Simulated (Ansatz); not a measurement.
An Ansatz (a first-principles code) run: HfSi2 with a change (pressure 30 GPa); PBEsol (Ansatz; PAW; 420 eV plane waves; no spin-orbit coupling).

Input:

Ansatz 0.2 input:
```yaml
crystal:
  lattice:
    - [1.7800974816, -6.8534042083, 0]
    - [1.7800974816, 6.8534042083, 0]
    - [0, 0, 3.5584154111]
  atoms:
    - { symbol: Si, position: [0.9424432821, 0.0575567179, 0.75] }
    - { symbol: Si, position: [0.0575567179, 0.9424432821, 0.25] }
    - { symbol: Si, position: [0.2499911258, 0.7500088742, 0.75] }
    - { symbol: Si, position: [0.7500088742, 0.2499911258, 0.25] }
    - { symbol: Hf, position: [0.6029541461, 0.3970458539, 0.75] }
    - { symbol: Hf, position: [0.3970458539, 0.6029541461, 0.25] }
basis: { ecutwfc: 420, ecutrho_ratio: 4, xc_grid: 2, fft_grid_basis: typed }
kpoints: { mp_grid: { grid: [13, 13, 13] } }
hamiltonian:
  xc: pbesol
  dispersion: none
  pseudopotentials: { kind: paw }
scf: { occupations: { method: fermi_dirac, width: 0.05 } }
relax: { f_tol: 0.01, max_steps: 60, cell: { stress_tol: 0.02, p_target: 30.0 } }
output: { forces: true, stress: true }
checkpoint: { write: state.ck, write_every: 1000 }
```

Output (explanatory and most iteration lines left out):

```
Relaxation: its limit of steps is 60 (relax.max_steps)
Pseudopotential: Si, paw, valence charge 4
Pseudopotential: Hf, paw, valence charge 26
Crystal: 6 atoms, lattice volume = 86.823 Å³
Basis set: ecut = 420 eV, 1693 PW (Γ), exchange–correlation on 96×96×48 points (8 copies of the dense FFT grid, shifted against one another)
Bands: 41, of which v1, the nominal top of the filled ones, is band 34 counted from 1 (33 counted from 0)
Symmetry: 8 space group operations
Space group: Cmcm (ITA 63), of the structure as read, at distance tolerance 4.4e-5 Å
k-points: 343 of 2197
Functional: x = pbesol(κ = 0.804, μ = 0.12345679012345678), c = pbesol(β = 0.046)
SCF iter   1: F=—  HF=-33685.653896 eV  |F-HF|=—  |Δ(HF+E_count)|=         —  Δρ=4.84e-3  dr2=6.87e-2  ethr=1.77e-3  ⟨swp⟩=6.8  Hψ=56055  notcnv=0  defer=12
SCF iter   2: F=—  HF=-33685.648812 eV  |F-HF|=—  |Δ(HF+E_count)|=   5.08e-3  Δρ=2.92e-3  dr2=2.81e-2  ethr=1.01e-4  ⟨swp⟩=1.0  Hψ=16830  notcnv=0  defer=40
SCF 1 converged in 8 iterations: F = -33685.644898 eV  dr2 = 5.96e-9
relax step   1: F+E_penalty+E_count = -33685.64489811 eV  Δ(F+E_penalty+E_count) = +0.000e0 eV  max|allowed force component| = 7.634e-4 eV/Å  Δτ_max = 0.0000 Å  P = +15.003 GPa  Ω = 86.823 Å³  (8 SCF iters, dr2 threshold 1.00e-7 eV, accepted)
[... steps on the carried basis left out ...]
relax step   9: F+E_penalty+E_count = -33684.84604634 eV  Δ(F+E_penalty+E_count) = +1.511e-6 eV  max|allowed force component| = 3.090e-4 eV/Å  Δτ_max = 0.0000 Å  P = +30.000 GPa  Ω = 81.038 Å³  stress off target by 5.11e-4 GPa  SCF on the basis re-selected at this cell (its energy is not comparable with the rows above)  (5 SCF iters)
SCF converged after 5 iterations
Free energy (F): -33684.846046 eV
Internal energy: -33684.837098 eV  (E = F + TS)
E sigma→0 (E₀):  -33684.841572 eV
Entropy (-TS):   -0.008949 eV (-1.491 meV/atom)
Fermi energy:    19.009644 eV
--- Forces (eV/Å), atoms counted from 1 ---
  atom   1  Si     0.00000000    -0.00011679     0.00000000
  atom   2  Si     0.00000000     0.00011679     0.00000000
  atom   3  Si     0.00000000    -0.00030899     0.00000000
  atom   4  Si     0.00000000     0.00030899     0.00000000
  atom   5  Hf     0.00000000     0.00027275     0.00000000
  atom   6  Hf     0.00000000    -0.00027275     0.00000000
--- Stress (GPa, compression-positive) ---
       30.000193       0.000000       0.000000
        0.000000      29.999489       0.000000
        0.000000       0.000000      30.000242
  P = ⅓ Tr σ = 30.0000 GPa (300.000 kbar)
--- Relaxed structure (7 steps of the walk, 7 accepted, 2 SCFs on fresh bases) ---
  cell:  # Å, volume = 81.0379 Å³
    - [1.74846841210582, -6.620525463134185, 0.0]
    - [1.74846841210582, 6.620525463134185, 0.0]
    - [0.0, 0.0, 3.500319511816227]
  atoms:
    - { symbol: Si, position: [0.9403773139960252, 0.059622686003974745, 0.7499999999999998] }
    - { symbol: Si, position: [0.059622686003974745, 0.9403773139960252, 0.24999999999999994] }
    - { symbol: Si, position: [0.2501011124122625, 0.7498988875877375, 0.7499999999999998] }
    - { symbol: Si, position: [0.7498988875877375, 0.2501011124122625, 0.24999999999999994] }
    - { symbol: Hf, position: [0.6016839752343338, 0.39831602476566613, 0.7499999999999998] }
    - { symbol: Hf, position: [0.39831602476566613, 0.6016839752343338, 0.24999999999999994] }
```

Load acts through the strain it causes; cell and atoms are relaxed under it. No phonon test of stability was made. Competing high-pressure phases were not computed. The final runs are not spin-polarised. The cell was made from HfSi$_{2}$ (space group Cmcm, No. 63) by this change: pressure 30 GPa.
